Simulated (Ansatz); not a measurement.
The reference is Ru in the hcp (Mg type) structure (space group P6_3/mmc, No. 194; relaxed with 0.1 eV smearing).

```yaml
crystal:
  lattice:
    - [2.67558, 0.00000, 0.00000]
    - [-1.33779, 2.31712, 0.00000]
    - [0.00000, 0.00000, 4.22371]
  atoms:
    - { symbol: Ru, position: [0.66667, 0.33333, 0.75000] }
    - { symbol: Ru, position: [0.33333, 0.66667, 0.25000] }
```

Cartesian axes are those of the cell as printed.

The values are results of DFT with LDA, PAW potentials and a 420 eV plane-wave cutoff in Ansatz (an electronic-structure program), spin-orbit coupling left out, not measurements.

Before the change:

```
Property           Result
---------------  --------
Volume per atom  13.09 Å³
```

Perturbation: biaxial strain −3.00 %, plane normal [001], relaxed out of plane (Cartesian); in-plane vectors clamped, the third vector and the atoms free.

Question: What happens to the volume per atom?

Answer: The volume per atom shrinks by 0.57 Å³ (13.09 Å³ → 12.52 Å³).

Question: What happens to the in-plane stress?

Answer: The mean in-plane stress (compression positive) is +27.5 GPa.

Stability against distortions was not tested. All final runs are without spin polarisation.
